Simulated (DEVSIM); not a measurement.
System: illuminated Si p-on-n cell, one wavelength, with a back-surface field, at 400 K.

| layer (left to right) | material | thickness (μm) | Nd (cm⁻³) | Na (cm⁻³) | τn (s) | τp (s) | absorption coefficient (cm⁻¹) |
|---|---|---|---|---|---|---|---|
| 1 | Si | 0.0570 | - | 5.9e17 | 7e-6 | 3.8e-7 | 31000 |
| 2 | Si | 120 | 1.1e16 | - | 2.5e-5 | 2.5e-5 | 31000 |
| 3 | Si | 0.820 | 3.9e18 | - | 2.5e-5 | 2.5e-5 | 31000 |

Left contact: ohmic, minority electron recombination velocity 2e6 cm/s. Right contact: ohmic, minority hole recombination velocity 60000 cm/s. Voltage is applied to the left contact. Recombination: SRH at mid-gap, radiative, Auger. Gap narrowing is on: ΔEg = 6.92 meV × (l + √(l² + 0.5)), l = ln(N/1.3e17 cm⁻³), shared equally by both band edges. Light enters at the left, 4.1e16 photons cm⁻² s⁻¹, one pass, no reflection. Mobility is constant in doping.

The device is made up for the run: typed textbook-type constants, with dimensions and the other settings drawn at random. Values at 300 K; Nc and Nv go as T^1.5, mobilities as T to minus their exponent, the gap by Varshni's rule with the affinity fixed.

| parameter | Si |
|---|---|
| gap (eV) | 1.124 |
| affinity (eV) | 4.05 |
| permittivity | 11.7 |
| Nc (cm⁻³) | 2.86e19 |
| Nv (cm⁻³) | 3.1e19 |
| μn (cm²/Vs) | 1417 |
| μp (cm²/Vs) | 470 |
| T exponent of μn | 2.3 |
| T exponent of μp | 2.2 |
| B (cm³/s) | 4.7e-15 |
| Cn (cm⁶/s) | 2.8e-31 |
| Cp (cm⁶/s) | 9.9e-32 |
| Varshni α (eV/K) | 0.000473 |
| Varshni β (K) | 636 |

Simulated with DEVSIM: 1D drift-diffusion, Boltzmann statistics, complete ionisation; no tunnelling, impact ionisation, image-force lowering or self-heating.

The temperature was swept, all else fixed.

| temperature (K) | dark forward voltage at 1 A/cm² (V) | potential step across the device at zero bias (V) | dark forward voltage at 100 A/cm² (V) |
|---|---|---|---|
| 250 | 0.703 | 0.985 | 0.964 |
| 300 | 0.597 | 0.935 | 0.934 |
| 350 | 0.489 | 0.882 | 0.909 |
| 400 | 0.378 | 0.827 | 0.890 |
| 450 | 0.266 | 0.768 | 0.878 |
| 500 | [?] | 0.708 | [?] |

**Question.** Complete the blanks.

**Answer.** 
- 500, dark forward voltage at 1 A/cm² (V): 0.153
- 500, dark forward voltage at 100 A/cm² (V): 0.873
